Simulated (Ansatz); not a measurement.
Consider HgTe in the zinc blende structure (space group F-43m, No. 216).

```xyz
2
Lattice="0.0000 3.2867 3.2867 3.2867 0.0000 3.2867 3.2867 3.2867 0.0000" Properties=species:S:1:pos:R:3 pbc="T T T"
Te     4.9301     4.9301     4.9301
Hg     0.0000     0.0000     0.0000
```

Method: r2SCAN (Ansatz, a quantum-chemistry and plane-wave program; PAW; 500 eV plane waves; spin-orbit coupling left out), earlier PAW set.

Before the change:

The volume per atom is 35.50 Å³ and the band gap is zero.

Modification: cell and atoms relaxed at a pressure of 30 GPa.

### Question
How does this affect the volume per atom and band gap?

### Answer
The volume per atom shrinks by 9.91 Å³, from 35.50 Å³ to 25.59 Å³; the band gap changes from zero to 0.37 eV.

With Hg and Te present, leaving out spin-orbit coupling can change the band edges. Load acts through the strain it causes; cell and atoms are relaxed under it. No phonon test of stability was made. Tetrahedral semiconductors of this kind turn to denser phases somewhere between about 1 and 50 GPa; those were not computed, so compressed cells here can lie past the real transition. The final runs are not spin-polarised. The zero or small gap of HgTe can change with the level of theory.
